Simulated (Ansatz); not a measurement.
Start from ZrSi2 (space group Cmcm, No. 63; a = 3.689 Å, b = 14.858 Å, c = 3.667 Å). Axes: x, y, z lie along a, b, c of the conventional cell.

Computed with DFT with r2SCAN, PAW potentials and a 500 eV plane-wave cutoff in Ansatz (a first-principles code), no spin-orbit coupling.

Strains are applied to the cell and any free atomic positions relax; under biaxial strain the out-of-plane vector relaxes too.

One change was made to it. Results:

```json
[
 {"quantity": "energy relative to the base (free energy F)", "base": "0 meV/atom", "after": "+14 meV/atom"},
 {"quantity": "pressure (mean of the normal stresses, compression positive)", "base": "0.0 GPa", "after": "-3.6 GPa"},
 {"quantity": "volume per atom", "base": "16.75 Å³", "after": "17.32 Å³"}
]
```

Task: Which change produced these results?
A) uniaxial strain ε_zz = −2.15 %
B) biaxial strain +2.31 %, plane normal [001], relaxed out of plane
C) biaxial strain +0.29 %, plane normal [001], relaxed out of plane

Result: B, biaxial strain +2.31 %, plane normal [001], relaxed out of plane. For comparison, the energy relative to the base in the other runs: biaxial strain +0.29 %, plane normal [001], relaxed out of plane gives +0.2 meV/atom; uniaxial strain ε_zz = −2.15 % gives +7.5 meV/atom.

Without a gap, meshes like the base's 13×13×13 leave anisotropic stresses uncertain by several tenths of a GPa, and small strain energies with them. Whether these cells are dynamically stable was not tested. The final runs are not spin-polarised.
